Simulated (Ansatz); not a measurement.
**Relaxation of the atoms of MgTi2Fe4O10 (P1, 17 atoms in the cell) at several settings**

```
MgTi2(Fe2O5)2
1.0
    5.05024     0.00000     0.00000
   -2.44656     4.96725     0.00000
   -0.07652    -2.89526     7.11960
Mg Ti Fe O
1 2 4 10
Direct
  0.42875   0.87215   0.77247
  0.01711   0.06012   0.51723
  0.00896   0.96302   0.03336
  0.21521   0.42502   0.90123
  0.76682   0.54904   0.59492
  0.64443   0.26351   0.19727
  0.37135   0.75430   0.31488
  0.19379   0.99162   0.24988
  0.84918   0.01274   0.72506
  0.60237   0.85089   0.03209
  0.74725   0.15780   0.41558
  0.39701   0.19937   0.97117
  0.20318   0.82233   0.53681
  0.04693   0.38419   0.14492
  0.65842   0.62642   0.35344
  0.00693   0.64848   0.85181
  0.34231   0.41897   0.63786
```
Moments meant for the start (each program seeds them in its own way; μB, in the order of the atoms Mg Ti Ti Fe Fe Fe Fe O O O O O O O O O O): 0.0 0.0 0.0 4.0 4.0 4.0 4.0 0.0 0.0 0.0 0.0 0.0 0.0 0.0 0.0 0.0 0.0.

Base: PBEsol, default PAW files made with PBE run with Ansatz (a quantum-chemistry and plane-wave program). Its settings: basis.ecutwfc = 30.9 Ry; kpoints.mp_grid.grid = 5 4 3; hamiltonian.xc = pbesol; hamiltonian.pseudopotentials = {kind: paw} (the program's default PAW files); magnetization.spin_polarized = true; scf.occupations.method = fermi_dirac; scf.occupations.width = 0.0015 Ry. Starting volume 10.51 Å³ per atom.

Each line gives the change from the base single point and the result:

- atoms moved at random; relax: default → atoms; relax.f_tol: default → 0.1 eV/Å: pressure -2.76 GPa; largest force (vector length) 0.075 eV/Å; relaxation steps 6; free energy against the base single point -23.1 meV/atom.
- relax: default → atoms: pressure -2.76 GPa; largest force (vector length) 0.007 eV/Å; relaxation steps 8; free energy against the base single point -23.2 meV/atom.
- atoms moved at random; scf.convergence.dr2_threshold: default (1e-07 eV) → 0.001 eV; relax: default → atoms; relax.f_tol: default → 0.03 eV/Å: pressure -2.76 GPa; largest force (vector length) 0.018 eV/Å; relaxation steps 8; free energy against the base single point -23.2 meV/atom.

The starting cell comes from a database of computed structures (which also holds hypothetical and non-ambient phases and stackings), without a prior relaxation at this level. Its lattice was rescaled by a random factor within 2.5 % of one. The magnetic order is the one reached from the typed start; others were not searched systematically. The program warned that, by what it read of turns of the moments, another magnetic order lies lower. In the base run, forces exceed 1 eV/Å. Ansatz's pressure includes its estimate of the finite-basis (Pulay) stress.

Keys are those of Ansatz 0.2.
